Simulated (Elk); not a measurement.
## Worked example: self-consistent single point of SnS (F-43m, 2 atoms in the cell) in Elk

Method of the run: PBEsol, all-electron FP-LAPW, Elk's shipped species files, default APW+lo basis run with Elk.

The input file:

```
tasks
  0

xctype
  22

stype
  0

swidth
  0.00367493

maxscl
  100

scale
  1.889726125

avec
    0.0000000000    3.2651400000    3.2651400000
    3.2651400000    0.0000000000    3.2651400000
    3.2651400000    3.2651400000    0.0000000000

atoms
  2
  'Sn.in'
  1
  0.0000000000  0.0000000000  0.0000000000    0.0 0.0 0.0
  'S.in'
  1
  0.7500000000  0.7500000000  0.7500000000    0.0 0.0 0.0

ngridk
  5 5 5
```

The program printed (abridged):

```
│ Elk code version 10.2.4 │

All units are atomic (Hartree, Bohr, etc.)

│ Ground-state run starting from atomic densities │

Lattice vectors :
   0.000000000       6.170220360       6.170220360
   6.170220360       0.000000000       6.170220360
   6.170220360       6.170220360       0.000000000

Unit cell volume      :    469.8205609
Brillouin zone volume :   0.5279679820

Muffin-tin inner radius fraction :   0.1000000000E-01

Nuclei treated as point charges

Species :    1 (Sn)
 parameters loaded from : Sn.in
 name : tin
 nuclear charge    :   -50.00000000
 electronic charge :    50.00000000
 atomic mass :    216395.0920
 muffin-tin radius :    2.600000000
 number of radial points in muffin-tin :    597
 atomic positions (lattice), magnetic fields (Cartesian) :
   1 :   0.00000000  0.00000000  0.00000000    0.00000000  0.00000000  0.00000000

Species :    2 (S)
 parameters loaded from : S.in
 name : sulphur
 nuclear charge    :   -16.00000000
 electronic charge :    16.00000000
 atomic mass :    58450.91926
 muffin-tin radius :    2.200000000
 number of radial points in muffin-tin :    397
 atomic positions (lattice), magnetic fields (Cartesian) :
   1 :   0.75000000  0.75000000  0.75000000    0.00000000  0.00000000  0.00000000

Total number of atoms per unit cell :    2

Spin treatment :
 spin-unpolarised

Number of Bravais lattice symmetries :   48
Number of crystal symmetries         :   24
Crystal has no inversion symmetry
Complex Hermitian eigensolver will be used

k-point grid :      5     5     5
k-point offset :    0.000000000       0.000000000       0.000000000
k-point set is reduced with full crystal symmetry group
Total number of k-points :       14

Muffin-tin radius times maximum |G+k| :    7.000000000
 using average radius
Maximum |G+k| for APW functions       :    2.916666667
Maximum (1/2)|G+k|²                   :    4.253472222
Maximum |G| for potential and density :    12.00000000
 potential will be trimmed for |G| > 2 gkmax
Constant for pseudocharge density :    8
Radial integration step length :    4

G-vector grid sizes :     35    35    35
Number of G-vectors :    13731

Maximum angular momentum used for
 APW functions                      :    8
 outer part of muffin-tin           :    6
 inner part of muffin-tin           :    1

Total nuclear charge    :   -66.00000000
Total core charge       :    40.00000000
Total valence charge    :    26.00000000
Total excess charge     :    0.000000000
Total electronic charge :    66.00000000

Effective Wigner radius, rₛ :    1.193346301

Number of empty states         :    8
Total number of valence states :   21
Total number of core states    :   40

Total number of local-orbitals :   22

Exchange-correlation functional :     22     0     0
 PBEsol, Phys. Rev. Lett. 100, 136406 (2008)
 gradient requirement :    1
 generalised gradient approximation (GGA)

Smearing type :    0
 Gaussian
Smearing width :   0.3674930000E-02
Effective electronic temperature (K) :    1160.451112

Mixing type :    3
 Broyden mixing, J. Phys. A: Math. Gen. 17, L317 (1984)

Kohn-Sham potential initialised from atomic data

│ Self-consistent loop started │
│ Loop number : 1 │
 total energy                :     -6577.53273560
│ Loop number : 2 │
 total energy                :     -6577.54912043
RMS change in Kohn-Sham potential (target) :   0.3253147788     (  0.1000000000E-05)
Absolute change in total energy (target)   :   0.1638483168E-01 (  0.1000000000E-03)
│ Loop number : 3 │
 total energy                :     -6577.42212365
RMS change in Kohn-Sham potential (target) :   0.3098037452     (  0.1000000000E-05)
Absolute change in total energy (target)   :   0.1229005745     (  0.1000000000E-03)
│ Loop number : 4 │
 total energy                :     -6576.13013918
RMS change in Kohn-Sham potential (target) :   0.1494078641     (  0.1000000000E-05)
Absolute change in total energy (target)   :    1.322709609     (  0.1000000000E-03)
│ Loop number : 5 │
 total energy                :     -6575.47117917
RMS change in Kohn-Sham potential (target) :   0.5169743262E-01 (  0.1000000000E-05)
Absolute change in total energy (target)   :   0.9896374127     (  0.1000000000E-03)
│ Loop number : 6 │
 total energy                :     -6575.16559967
RMS change in Kohn-Sham potential (target) :   0.1346802550E-01 (  0.1000000000E-05)
Absolute change in total energy (target)   :   0.5529888584     (  0.1000000000E-03)
│ Loop number : 7 │
 total energy                :     -6575.03134144
RMS change in Kohn-Sham potential (target) :   0.1187494843E-02 (  0.1000000000E-05)
Absolute change in total energy (target)   :   0.2725054396     (  0.1000000000E-03)
│ Loop number : 8 │
 total energy                :     -6575.01008343
RMS change in Kohn-Sham potential (target) :   0.5817382720E-03 (  0.1000000000E-05)
Absolute change in total energy (target)   :   0.8938437606E-01 (  0.1000000000E-03)
│ Loop number : 9 │
 total energy                :     -6574.99824149
RMS change in Kohn-Sham potential (target) :   0.2029057764E-03 (  0.1000000000E-05)
Absolute change in total energy (target)   :   0.3418802874E-01 (  0.1000000000E-03)
│ Loop number : 10 │
 total energy                :     -6574.99832235
RMS change in Kohn-Sham potential (target) :   0.4120058408E-04 (  0.1000000000E-05)
Absolute change in total energy (target)   :   0.8466150435E-02 (  0.1000000000E-03)
│ Loop number : 11 │
 total energy                :     -6574.99698062
RMS change in Kohn-Sham potential (target) :   0.1356016260E-04 (  0.1000000000E-05)
Absolute change in total energy (target)   :   0.3458266438E-02 (  0.1000000000E-03)
│ Loop number : 12 │
 total energy                :     -6574.99643218
RMS change in Kohn-Sham potential (target) :   0.2898363442E-05 (  0.1000000000E-05)
Absolute change in total energy (target)   :   0.1413008095E-02 (  0.1000000000E-03)
│ Loop number : 13 │
 total energy                :     -6574.99634546
RMS change in Kohn-Sham potential (target) :   0.6755930292E-06 (  0.1000000000E-05)
Absolute change in total energy (target)   :   0.4399737809E-03 (  0.1000000000E-03)
│ Loop number : 14 │
 total energy                :     -6574.99632890
RMS change in Kohn-Sham potential (target) :   0.1918252552E-06 (  0.1000000000E-05)
Absolute change in total energy (target)   :   0.1265493629E-03 (  0.1000000000E-03)
│ Loop number : 15 │
 total energy                :     -6574.99632916
RMS change in Kohn-Sham potential (target) :   0.6533019620E-07 (  0.1000000000E-05)
Absolute change in total energy (target)   :   0.3137740441E-04 (  0.1000000000E-03)
Convergence targets achieved

│ Loop number : 16 │

Energies :
 Fermi                       :     0.965529246862E-01
 sum of eigenvalues          :     -3960.65562023
 electron kinetic            :      6901.42915578
 core electron kinetic       :      6651.11222396
 Coulomb                     :     -13288.8744307
 Coulomb potential           :     -10615.8252331
 nuclear-nuclear             :     -497.286813080
 electron-nuclear            :     -14967.3500022
 Hartree                     :      2175.76238457
 Madelung                    :     -7980.96181419
 xc potential                :     -246.259542926
 exchange                    :     -183.829077060
 correlation                 :     -3.72197923955
 total energy                :     -6574.99633125

Density of states at Fermi energy :   0.6997935424
 (states/Hartree/unit cell)

Estimated indirect band gap :   0.1543978569E-01
 from k-point     14 to k-point     10
Estimated direct band gap   :   0.2865493208E-01
 at k-point     10

Charges :
 core                        :    40.00000000
 valence                     :    26.00000000
 interstitial                :    3.659628049
 muffin-tins (core leakage)
  species :    1 (Sn)
   atom    1                 :    47.93520769     (  0.6682324016E-04)
  species :    2 (S)
   atom    1                 :    14.40516427     (  0.6933166609E-04)
 total in muffin-tins        :    62.34037195
 total calculated charge     :    65.99295908
 total charge                :    66.00000000
 error                       :   0.7040919039E-02

│ Self-consistent loop stopped │
```

The run converged in 16 iterations. The count includes the last loop, which Elk runs after its targets are met.

The starting cell comes from a database of computed structures (which also holds hypothetical and non-ambient phases and stackings), without a prior relaxation at this level. Values depend on the basis (sphere radii, cutoffs, local orbitals), which need not be converged.
